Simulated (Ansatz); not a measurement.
Cs2W3SeO12 (P6₃, No. 173; cell taken from a computed entry) was calculated with LDA in Ansatz (plane waves, PAW).

Settings: plane-wave cutoff 520 eV, 6×6×4 k mesh (along the axes of the cell as run), Fermi–Dirac smearing 0.01 eV, no spin polarisation, scalar-relativistic PAW data made under PBE.

Cell (relaxed with PBEsol):

```cif
data_Cs4O24Se2W6
_chemical_formula_sum 'Cs4 W6 Se2 O24'
_space_group_name_H-M_alt 'P 1'
_space_group_IT_number 1
_cell_length_a 7.26534
_cell_length_b 7.26534
_cell_length_c 12.60645
_cell_angle_alpha 90.000
_cell_angle_beta 90.000
_cell_angle_gamma 120.000
loop_
_space_group_symop_operation_xyz
  'x, y, z'
loop_
_atom_site_label
_atom_site_type_symbol
_atom_site_fract_x
_atom_site_fract_y
_atom_site_fract_z
_atom_site_occupancy
Cs1 Cs 0.66667 0.33333 0.22670 1
Cs2 Cs 0.33333 0.66667 0.72670 1
Cs3 Cs 0.33333 0.66667 0.09610 1
Cs4 Cs 0.66667 0.33333 0.59610 1
W1 W 0.81511 0.66136 0.89458 1
W2 W 0.15376 0.81511 0.39458 1
W3 W 0.33864 0.15376 0.89458 1
W4 W 0.18489 0.33864 0.39458 1
W5 W 0.84624 0.18489 0.89458 1
W6 W 0.66136 0.84624 0.39458 1
Se1 Se 0.00000 0.00000 0.67035 1
Se2 Se 0.00000 0.00000 0.17035 1
O1 O 0.87734 0.12625 0.72826 1
O2 O 0.75109 0.87734 0.22826 1
O3 O 0.87375 0.75109 0.72826 1
O4 O 0.12266 0.87375 0.22826 1
O5 O 0.24891 0.12266 0.72826 1
O6 O 0.12625 0.24891 0.22826 1
O7 O 0.90995 0.45873 0.85291 1
O8 O 0.45122 0.90995 0.35291 1
O9 O 0.54127 0.45122 0.85291 1
O10 O 0.09005 0.54127 0.35291 1
O11 O 0.54878 0.09005 0.85291 1
O12 O 0.45873 0.54878 0.35291 1
O13 O 0.87226 0.75194 0.40314 1
O14 O 0.12032 0.87226 0.90314 1
O15 O 0.24806 0.12032 0.40314 1
O16 O 0.12774 0.24806 0.90314 1
O17 O 0.87968 0.12774 0.40314 1
O18 O 0.75194 0.87968 0.90314 1
O19 O 0.19328 0.79659 0.52899 1
O20 O 0.39669 0.19328 0.02899 1
O21 O 0.20341 0.39669 0.52899 1
O22 O 0.80672 0.20341 0.02899 1
O23 O 0.60331 0.80672 0.52899 1
O24 O 0.79659 0.60331 0.02899 1
```

Task: What does this level give for the band gap and direct gap at Γ?

Result: 
band gap: 2.68 eV
direct gap at Γ: 2.83 eV

Note: cell and atoms aren't relaxed at this level (largest force component 0.30 eV/Å, pressure -3.8 GPa).

Spin–orbit coupling is not included.

Ansatz is an electronic-structure program.
